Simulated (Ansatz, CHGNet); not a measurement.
For fluorite HfO2 (high-temperature phase), the machine-learned potential CHGNet-r²SCAN (trained on r²SCAN data) gives:

| Quantity | Result |
|---|---|
| lattice constant a | 5.032 Å |
| elastic constant C11 | 459 GPa |
| elastic constant C44 | 16.5 GPa |
| Voigt–Reuss–Hill shear modulus | 43.9 GPa |

Task: What does PBE0 in Ansatz (plane waves, PAW) give for the same quantities?

Result: 
- lattice constant a: 5.057 Å (goes up by 0.5 %)
- elastic constant C11: 601 GPa (goes up by 31 %)
- elastic constant C44: 78.5 GPa (rises by 380 %)
- Voigt–Reuss–Hill shear modulus: 127 GPa (grows by 190 %)

Changes are worked out from the printed values.

Unless a cell is named, each level is at its own relaxed cell (CHGNet-r²SCAN 10.62, PBE0 10.78 Å³/atom).

Levels without +SOC leave out spin–orbit coupling, which shifts energies and cells of such heavy elements.

Caveats: symmetry holds this phase in the static calculation, where it need not be a minimum (PBE0). Ansatz's density-functional and Hartree–Fock values are scalar-relativistic unless marked +SOC, with PAW data made under PBE.

Ansatz is a quantum-chemistry and plane-wave program.
